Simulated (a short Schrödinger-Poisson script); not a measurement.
Stack: MOS inversion layer, Si3N4 on p-type Si(100), at 300 K.

From the gate side: 4.2 nm Si3N4; 1500 nm Si, acceptors 8.1e16 cm⁻³.

Constants are typed, rounded textbook-type inputs, not results; the design itself was drawn at random and stands for no fabricated device. Si3N4: permittivity 7.5, conduction-band edge (eV) 1.95, gap (eV) 5.1, electron mass (mₑ) 0.5. Si: permittivity 11.7, conduction-band edge (eV) 0, gap (eV) 1.124, Nv at 300 K (cm⁻³) 3.1e19.

Channel valleys (confinement mass, in-plane density-of-states mass, number): Δ2 0.916, 0.19, 2; Δ4 0.19, 0.417, 4. At the gate the conduction-band edge of layer 1 lies 2.54 eV − eVg above the Fermi level of the channel; the field vanishes at the back. Gaps are held at their typed values at every temperature. Mesh 0.03 nm at interfaces.

From a short Schrödinger-Poisson script (our own, NumPy): 1D Poisson equation in equilibrium, electrons quantum, Hartree (BenDaniel-Duke, 12 states a valley, the channel's in-plane mass for all, wave functions ending at the dielectric), parabolic valleys, classical holes, full ionisation, no traps, pinning or gate leakage.

| Vg (V) | electrons (cm⁻²) | C (μF/cm²) | Δ2 E0 (meV from the Fermi level) | Δ4 E0 (meV from the Fermi level) |
|---|---|---|---|---|
| 0.5 | 1.82e9 | 0.0980 | 227.2 | 258.6 |
| 0.6 | 4.97e10 | 0.296 | 140.2 | 173.4 |
| 0.7 | 3.72e11 | 0.794 | 85.3 | 122.3 |
| 0.8 | 9.37e11 | 1.02 | 57.7 | 99.9 |
| 0.9 | 1.60e12 | 1.12 | 40.3 | 87.7 |
| 1 | 2.32e12 | 1.18 | 27.4 | 79.7 |
| 1.1 | 3.06e12 | 1.21 | 17.1 | 73.9 |
| 1.2 | 3.83e12 | 1.24 | 8.3 | 69.5 |
| 1.3 | 4.61e12 | 1.26 | 0.6 | 65.8 |
| 1.4 | 5.40e12 | 1.28 | -6.3 | 62.7 |
| 1.5 | 6.20e12 | 1.29 | -12.7 | 60.1 |
| 1.6 | 7.01e12 | 1.30 | -18.7 | 57.7 |
| 1.7 | 7.83e12 | 1.31 | -24.3 | 55.5 |
| 1.8 | 8.65e12 | 1.32 | -29.7 | 53.5 |
| 1.9 | 9.48e12 | 1.33 | -34.9 | 51.6 |
| 2 | 1.03e13 | 1.33 | -39.9 | 49.9 |
| 2.1 | 1.11e13 | 1.34 | -44.7 | 48.2 |

Gate voltages with under 1e9 electrons/cm² are left out.

### Question
At Vg = 2.1 V the lowest Δ2 subband lies at -44.7 meV from the Fermi level. How many electrons does it hold, and what share of all?

### Answer
The two-dimensional density of states is g m/(πħ²) = 1.59e11 cm⁻² meV⁻¹ (both spins), kT = 25.9 meV, so n = D kT ln(1 + exp(−E/kT)) = 7.77e12 cm⁻², 0.70 of the 1.11e13 cm⁻² in all.

### Question
Compare the slope of the sheet density between 1.9 and 2.1 V with the geometric capacitance of the layers between gate and channel.

### Answer
q Δn/ΔV = 1.30 μF/cm²; ε0/Σ(t/ε) = 1.58 μF/cm². The ratio is 0.82: the channel acts as a further capacitance in series.
